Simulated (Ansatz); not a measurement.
## ZnCu: thickness series

Take ZnCu in the CsCl type structure (space group Pm-3m, No. 221; a = 2.9188 Å) as the base. Axes: x, y, z lie along the cube axes.

Free-standing slabs (2 atom(s) a layer) normal to [110] with 15 Å of vacuum; in-plane cell held at bulk.

The values are results of r2SCAN/PAW in Ansatz (a program for electronic structure), without spin-orbit coupling, not measurements.

Notes on the quantities. excess energy per area of both faces: slab less bulk energy over the cell's area: twice a surface energy; uncertain by up to 0.2 J/m²; layer's space group: with vacuum.

| variant | excess energy per area of both faces | layer's space group | thickness between the outermost nuclei | shortest interatomic distance |
|---|---|---|---|---|
| base | – | – | – | 2.528 Å |
| 1 layer | – | Pmmm (No. 47) | – | 2.528 Å |
| 2 layers | ___ | Pmma (No. 51) | 2.38 Å | 2.539 Å |
| 3 layers | 2.7 J/m² | Pmmm (No. 47) | 4.29 Å | ___ |
| 4 layers | 2.7 J/m² | Pmma (No. 51) | 6.51 Å | 2.515 Å |
| 5 layers | 2.7 J/m² | Pmmm (No. 47) | 8.41 Å | 2.481 Å |
| 6 layers | 2.7 J/m² | Pmma (No. 51) | 10.58 Å | 2.503 Å |
| 7 layers | 2.7 J/m² | Pmmm (No. 47) | 12.55 Å | ___ |

Task: Fill in the withheld entries from the trend.

Result: 
- 2 layers, excess energy per area of both faces: 2.58 J/m²
- 3 layers, shortest interatomic distance: 2.477 Å
- 7 layers, shortest interatomic distance: 2.486 Å

The excess energy carries the mismatch between the slab's and the bulk's meshes. Whether these cells are dynamically stable was not tested. All final runs are without spin polarisation.
